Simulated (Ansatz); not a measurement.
## SiO2, pressure series

Take SiO2 in the rutile structure (space group P4_2/mnm, No. 136; a = 4.185 Å, c = 2.669 Å) as the base.

Cell and atoms are relaxed at each pressure.

Method: r2SCAN (Ansatz, an electronic-structure program; PAW; 500 eV plane waves; spin-orbit coupling left out).

Base values:

| Item | Value |
|---|---|
| Band gap | 6.51 eV |

The aim is a band gap between 7.23 eV and 7.83 eV. Which of these changes reaches it?
A. pressure −2 GPa
B. pressure 2.1 GPa
C. pressure 22.5 GPa
D. pressure 0.9 GPa

C, pressure 22.5 GPa. It gives 7.60 eV; pressure −2 GPa gives 6.41 eV; pressure 0.9 GPa gives 6.56 eV; pressure 2.1 GPa gives 6.62 eV. Changes not listed may reach it too

Load acts through the strain it causes; cell and atoms are relaxed under it. No phonon test of stability was made. No other phases were tried under pressure.
